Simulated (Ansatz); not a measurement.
The reference is PtSe2 in the CdI2 type structure (space group P-3m1, No. 164; layered).

```
CELL_PARAMETERS angstrom
      3.77238     0.00000     0.00000
     -1.88619     3.26698     0.00000
      0.00000     0.00000     4.81834
ATOMIC_POSITIONS crystal
  Pt 0.00000 0.00000 0.00000
  Se 0.66667 0.33333 0.26556
  Se 0.33333 0.66667 0.73444
```

All numbers come from Ansatz (a first-principles code), PBE-D3(BJ), PAW, cutoff 420 eV, no SOC.

One change was made to it. Results:

| quantity | base | after |
|---|---|---|
| shortest interatomic distance | 2.526 Å | 2.534 Å |
| density | 9.87 g/cm³ | 9.42 g/cm³ |
| c/a ratio | 1.277 | 1.328 |

Question: Which of these changes matches the shifts?
A) pressure −1 GPa
B) pressure −2 GPa
C) pressure 0.7 GPa

Answer: B, pressure −2 GPa. For comparison, the density in the other runs: pressure −1 GPa gives 9.68 g/cm³; pressure 0.7 GPa gives 9.99 g/cm³.

Load acts through the strain it causes; cell and atoms are relaxed under it. Whether these cells are dynamically stable was not tested. All final runs are without spin polarisation.
